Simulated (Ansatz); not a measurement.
For Zr2B2Si (model structure, started from the Ti2InB2 type, P-6m2, No. 187, 5 atoms in the cell), LDA (PAW; Ansatz, a quantum-chemistry and plane-wave program) gives:

- lattice constant a = 3.141 Å
- c axis length = 7.704 Å
- bulk modulus = 186 GPa
- cohesive energy = 7.78 eV/atom

Q: What does r²SCAN in Ansatz (PAW) give for the same quantities?

A: 
- lattice constant a: 3.185 Å (rises by 1.4 %)
- lattice parameter c: 7.806 Å (increases by 1.3 %)
- bulk modulus: 174 GPa (decreases by 6.5 %)
- cohesive energy: 6.53 eV/atom (shrinks by 1.25 eV/atom)

Changes are worked out from the printed values.

Unless a cell is named, each level is at its own relaxed cell (LDA 13.16, r²SCAN 13.71 Å³/atom).

Caveats: the bulk modulus is −V dP/dV from two relaxed cells at ±2 % in volume (LDA, r²SCAN). Ansatz's density-functional and Hartree–Fock values are scalar-relativistic unless marked +SOC, with PAW data made under PBE.

A model structure was made by putting elements into a prototype or built by hand; it is no filed structure, need not be a known phase, and can be a saddle point held by its symmetry.
